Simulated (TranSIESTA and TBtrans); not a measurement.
Junction: Al rod with one Ru atom on the axis. Leads: fcc Al rod along [100], layers of 5 and 4 atoms, a = 4.04 Å. Geometry: 13 atoms about the centre moved by SIESTA (PBE, SZP) to a largest force of 0.02 eV/Å, all others as built. Transport runs along z; the first 18 and the last 18 of the 72 atoms are the lead cells, repeated to infinity.

```xyz
72
Lattice="14.213 0.000 0.000 0.000 14.213 0.000 0.000 0.000 32.320" Properties=species:S:1:pos:R:3 pbc="F F T"
Al     7.107     7.107     0.000
Al     9.963     7.107     0.000
Al     7.107     9.963     0.000
Al     4.250     7.107     0.000
Al     7.107     4.250     0.000
Al     8.535     8.535     2.020
Al     5.678     8.535     2.020
Al     8.535     5.678     2.020
Al     5.678     5.678     2.020
Al     7.107     7.107     4.040
Al     9.963     7.107     4.040
Al     7.107     9.963     4.040
Al     4.250     7.107     4.040
Al     7.107     4.250     4.040
Al     8.535     8.535     6.060
Al     5.678     8.535     6.060
Al     8.535     5.678     6.060
Al     5.678     5.678     6.060
Al     7.107     4.250     8.080
Al     4.250     7.107     8.080
Al     7.107     7.107     8.080
Al     9.963     7.107     8.080
Al     7.107     9.963     8.080
Al     5.678     5.678    10.100
Al     8.535     5.678    10.100
Al     5.678     8.535    10.100
Al     8.535     8.535    10.100
Al     7.107     4.250    12.120
Al     4.250     7.107    12.120
Al     7.107     7.107    12.120
Al     9.963     7.107    12.120
Al     7.107     9.963    12.120
Al     5.667     5.667    14.201
Al     8.547     5.667    14.201
Al     5.667     8.547    14.201
Al     8.547     8.547    14.201
Al     7.107     4.300    16.160
Al     4.300     7.107    16.160
Ru     7.107     7.107    16.160
Al     9.914     7.107    16.160
Al     7.107     9.914    16.160
Al     5.667     5.667    18.119
Al     8.547     5.667    18.119
Al     5.667     8.547    18.119
Al     8.547     8.547    18.119
Al     7.107     4.250    20.200
Al     4.250     7.107    20.200
Al     7.107     7.107    20.200
Al     9.963     7.107    20.200
Al     7.107     9.963    20.200
Al     5.678     5.678    22.220
Al     8.535     5.678    22.220
Al     5.678     8.535    22.220
Al     8.535     8.535    22.220
Al     7.107     7.107    24.240
Al     9.963     7.107    24.240
Al     7.107     9.963    24.240
Al     4.250     7.107    24.240
Al     7.107     4.250    24.240
Al     8.535     8.535    26.260
Al     5.678     8.535    26.260
Al     8.535     5.678    26.260
Al     5.678     5.678    26.260
Al     7.107     7.107    28.280
Al     9.963     7.107    28.280
Al     7.107     9.963    28.280
Al     4.250     7.107    28.280
Al     7.107     4.250    28.280
Al     8.535     8.535    30.300
Al     5.678     8.535    30.300
Al     8.535     5.678    30.300
Al     5.678     5.678    30.300
```

Run with TranSIESTA and TBtrans (open boundaries, self-consistent; PseudoDojo norm-conserving potentials, scalar-relativistic): Spin polarized, PAO.BasisSize SZP, PAO.EnergyShift 0.15 eV, XC.Authors PBE, Mesh.Cutoff 150 Ry, ElectronicTemperature 300 K, TBT.Elecs.Eta 0.001 eV.

Give the current of both spins against bias, self-consistently and from the zero-bias transmission integrated over the bias window.


```csv
V (V),I self-consistent (μA),I from the zero-bias T(E) (μA)
0.2,80.2,80.4
0.4,158,159
0.6,216,234
```

Positive bias raises the left lead's chemical potential. The energy step is 0.02 eV; narrower resonances are cut or missed.

Moments were seeded on the central atoms alone, and one start was tried. The leads' channel count changes near 0.03 eV, within the thermal window, so values at the Fermi level hang on where that band edge falls. Moving central atoms between leads that stay as built scatters by itself, most near band edges, so not all of the loss belongs to a defect.
